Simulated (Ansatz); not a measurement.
**SiC, response to strain**

The reference is SiC (space group P6_3mc, No. 186; a = 3.078 Å, c = 10.076 Å). Axes: x lies along a and z along c of the hexagonal cell.

Strains are applied to the cell and any free atomic positions relax; under biaxial strain the out-of-plane vector relaxes too; under stress the whole cell relaxes.

Calculations: Ansatz (a quantum-chemistry and plane-wave program), r2SCAN, PAW, cutoff 500 eV, no spin-orbit coupling.

| variant | band gap | shortest interatomic distance | gap character |
|---|---|---|---|
| base | 2.60 eV | 1.883 Å | indirect, Γ → M |
| biaxial strain −1.66 %, plane normal [001], relaxed out of plane | 2.47 eV | 1.860 Å | indirect, Γ → M |
| biaxial strain −1.54 %, plane normal [001], relaxed out of plane | 2.48 eV | 1.861 Å | indirect, Γ → M |
| biaxial strain −0.90 %, plane normal [001], relaxed out of plane | 2.53 eV | 1.870 Å | indirect, Γ → M |
| uniaxial strain ε_zz = −1.73 % | 2.59 eV | 1.865 Å | indirect, Γ → M |
| tensor shear ε_xz = +1.93 % | 2.41 eV | 1.873 Å | indirect, Γ → V₂ |
| uniaxial stress, 0.5 GPa tension along x | 2.59 eV | 1.883 Å | indirect, Γ → Y |
| uniaxial stress, 5 GPa compression along z | (withheld) | (withheld) | indirect, Γ → M |

Q: Complete the table.

A: 
- uniaxial stress, 5 GPa compression along z, band gap: 2.62 eV
- uniaxial stress, 5 GPa compression along z, shortest interatomic distance: 1.877 Å

Beyond what the load breaks, stability against distortions was not tested. Labels are those of the standard path for the cell's own space group.
